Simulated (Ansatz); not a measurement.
## What isotropic strain −1.80 % does to Cu3N

Take Cu3N (space group Pm-3m, No. 221; a = 3.765 Å) as the base.

It is then changed as follows: every lattice vector is shortened by 1.80 %; the atoms relax in the strained cell.

The values are results of PBEsol, PAW, 420 eV (Ansatz, an electronic-structure program; no spin-orbit coupling), not measurements. k-mesh 12×12×12 (Γ-centred); smearing 0.05 eV (Fermi–Dirac).

```json
[
 {"quantity": "volume per atom", "base": "13.34 Å³", "changed": "12.63 Å³", "shift": "-0.71 Å³"},
 {"quantity": "shortest interatomic distance", "base": "1.882 Å", "changed": "1.849 Å", "shift": "-0.0339 Å"},
 {"quantity": "energy relative to the base (free energy F)", "base": "0 meV/atom", "changed": "+17 meV/atom", "shift": "+17 meV/atom"},
 {"quantity": "pressure", "base": "0.0 GPa", "changed": "8.3 GPa", "shift": "+8.3 GPa"},
 {"quantity": "band gap", "base": "zero", "changed": "zero", "shift": "–"}
]
```

Final structure:

```xyz
4
Lattice="3.6971 0.0000 0.0000 0.0000 3.6971 0.0000 0.0000 0.0000 3.6971" Properties=species:S:1:pos:R:3 pbc="T T T"
Cu     1.8486     0.0000     0.0000
Cu     0.0000     1.8486     0.0000
Cu     0.0000     0.0000     1.8486
N      0.0000     0.0000     0.0000
```

Cost of the whole job for the changed cell (relaxation, final SCF and bands): about 22 core-seconds (a rough figure).

Whether these cells are dynamically stable was not tested. The final runs are not spin-polarised. Gaps under 0.05 eV, about the width of the smearing, are given as zero. The zero or small gap of Cu3N can change with the level of theory.
